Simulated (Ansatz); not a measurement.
System: fluorite CoSi₂. Method: r²SCAN+rVV10 in Ansatz (plane waves, PAW).

Settings: plane-wave cutoff 600 eV, 14×14×14 k mesh, Fermi–Dirac smearing 0.1 eV, finite displacements, no spin polarisation, scalar-relativistic PAW data made under PBE.

Computed at the level's own relaxed cell.

```cif
data_CoSi2
_chemical_formula_sum 'Co1 Si2'
_space_group_name_H-M_alt 'P 1'
_space_group_IT_number 1
_cell_length_a 3.75259
_cell_length_b 3.75259
_cell_length_c 3.75259
_cell_angle_alpha 60.000
_cell_angle_beta 60.000
_cell_angle_gamma 60.000
loop_
_space_group_symop_operation_xyz
  'x, y, z'
loop_
_atom_site_label
_atom_site_type_symbol
_atom_site_fract_x
_atom_site_fract_y
_atom_site_fract_z
_atom_site_occupancy
Co1 Co 0.00000 0.00000 0.00000 1
Si1 Si 0.25000 0.25000 0.25000 1
Si2 Si 0.75000 0.75000 0.75000 1
```

Harmonic phonon frequencies (cm⁻¹; i marks an imaginary mode):

| q point | frequencies |
|---|---|
| Γ | 0 0 0 347 347 347 352 352 352 |
| X | 200 200 275 286 286 301 391 394 394 |
| L | 127 127 319 327 327 356 368 374 374 |

No imaginary mode appears at these points.

Ansatz is a first-principles code.
